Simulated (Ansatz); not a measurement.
**What uniaxial strain ε_zz = +2.00 % does to Ta**

Start from Ta in the bcc (W type) structure (space group Im-3m, No. 229; a = 3.3061 Å; relaxed with 0.1 eV smearing). Axes: x, y, z lie along the cube axes.

It is then changed as follows: uniaxial strain ε_zz = +2.00 %, all other strain components held at zero, atoms relaxed at fixed cell.

Method: Kohn–Sham DFT with the r2SCAN functional, run in Ansatz (an electronic-structure program) with PAW and 500 eV plane waves, no SOC. Γ-centred 28×28×28 mesh, Fermi–Dirac width 0.1 eV.

The space group changes from Im-3m (No. 229) to I4/mmm (No. 139) and the shortest interatomic distance rises by 0.019 Å, from 2.863 Å to 2.882 Å. The energy goes up by 5.9 meV/atom and the pressure (mean of the normal stresses, compression positive) goes from zero to -3.8 GPa. The band gap stays zero and the stress (xx, yy, zz, yz, xz, xy; compression positive) is (-3.2, -3.2, -5.1, 0.0, 0.0, 0.0) GPa.

No phonon test of stability was made. All final runs are without spin polarisation.
